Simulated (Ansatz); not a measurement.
Br on the 1x1 (111) surface of fcc Ag, one in a 2x2 cell, energies for each (29.8 Å²). Energies are against ½ Br2(g), without zero-point or thermal terms; each row is named by its start.

Method: PBE (plane waves to 420 eV, PAW; Ansatz, an electronic-structure program).

Slab: 17 atoms, 7.1 Å thick at the start under the adsorbate (thin: gaps and levels are the slab's own); k 6x6x1, smearing 0.1 eV, dipole-corrected; 8 atoms held, the rest relaxed; each run with such symmetry as its start has; no spin, no spin-orbit, no U, no dispersion correction.

A negative adsorption energy means that the adsorbate is more stable on the surface than in its reference. Heights count from the host atoms within 0.3 Å of the top one.

```csv
starting site,E_ads (eV),height (Å),nearest host atom (Å),bonded to,Δ work function (eV),lateral drift (Å)
top Ag,-1.03,2.48,Ag 2.52,Ag,1.61,0.0
hollow Ag-Ag-Ag over Ag at depth 2.4 Å,-1.41,2.18,Ag 2.77,3 Ag,0.93,0.0
hollow Ag-Ag-Ag over Ag at depth 4.7 Å,-1.42,2.19,Ag 2.77,3 Ag,0.90,0.0
bridge Ag-Ag (span 2.9 Å),-1.35,2.23,Ag 2.68,2 Ag,1.03,0.0
```
